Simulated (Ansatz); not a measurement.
Start from ZnS in the wurtzite structure (space group P6_3mc, No. 186; a = 3.845 Å, c = 6.306 Å).

Calculations: Ansatz (a program for electronic structure), PBE, PAW, cutoff 420 eV, scalar-relativistic without spin-orbit coupling.

It is then changed as follows: full substitution S → O; the structure is relaxed again.

Measured band gap: ZnS 3.91 eV (temperature not stated; as listed in Mehmet Aras, Çetin Kılıç, The Journal of Chemical Physics (2014)); ZnO 3.6 eV (static lattice; corrected from measurement; as listed in Wei Chen et al., Physical Review Materials (2018)).

### Question
How well does PBE reproduce the measured shift?

### Answer
With PBE the band gap moves by -1.33 eV (2.08 → 0.74) against -0.31 eV measured. The two measured values stand on different bases (one corrected, one not), which blurs small differences.

Whether these cells are dynamically stable was not tested.
